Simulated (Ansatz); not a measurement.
## Al2Cu: Al on a Cu site (antisite)

The parent structure is a 24-atom supercell of Al2Cu (space group I4/mcm, No. 140; a = 6.0020 Å, c = 4.8145 Å) at its relaxed geometry.

One thing is altered: a neutral Al on a Cu site (antisite), atoms relaxed at fixed cell, starting from a slightly rattled geometry.

Method: PBEsol, PAW, 420 eV (Ansatz, an electronic-structure program; spin-orbit coupling left out), earlier PAW set. k-mesh 6×6×6 (Γ-centred); smearing 0.05 eV (Fermi–Dirac).

| quantity | base | changed | shift |
|---|---|---|---|
| pressure | 0.0 GPa | 2.5 GPa | +2.5 GPa |
| largest displacement of a host atom from its site in the perfect cell | – | 0.09 Å | – |
| mean distance from the defect site to its nearest host atoms | 4.55 bohr | 4.50 bohr | -0.05 bohr |

Final structure:

```
CELL_PARAMETERS angstrom
     -6.00204     0.00000     4.81446
      0.00000    -6.00204     4.81446
      6.00204     0.00000     4.81446
ATOMIC_POSITIONS crystal
  Al 0.24925 0.33881 0.40981
  Al 0.99911 0.84002 0.66101
  Al 0.73743 0.35413 0.90083
  Al 0.51101 0.83732 0.15740
  Al 0.34846 0.64564 0.51166
  Al 0.09163 0.16284 0.73808
  Al 0.83909 0.66133 0.99970
  Al 0.58787 0.16019 0.24977
  Al 0.90010 0.83735 0.25496
  Al 0.66048 0.33862 0.50097
  Al 0.40924 0.84004 0.74859
  Al 0.15673 0.35423 0.99460
  Al 0.99401 0.16276 0.34895
  Al 0.74804 0.66123 0.58868
  Al 0.50038 0.16006 0.83964
  Al 0.25440 0.64589 0.09217
  Al 0.12419 0.00001 0.12487
  Cu 0.87417 0.50005 0.37484
  Cu 0.62414 0.00012 0.62471
  Cu 0.37419 0.50001 0.87483
  Cu 0.37161 0.99996 0.37223
  Cu 0.12424 0.50010 0.62470
  Cu 0.87687 0.99987 0.87754
  Cu 0.62423 0.50013 0.12468
```

Cost of the whole job for the changed cell (relaxation, final SCF and bands): around 28 core-minutes (rough).

The cell is small, so the values are those of an ordered compound at a high defect concentration; dilute-limit values will differ. All final runs are without spin polarisation. The defect cell is not spin-polarised.
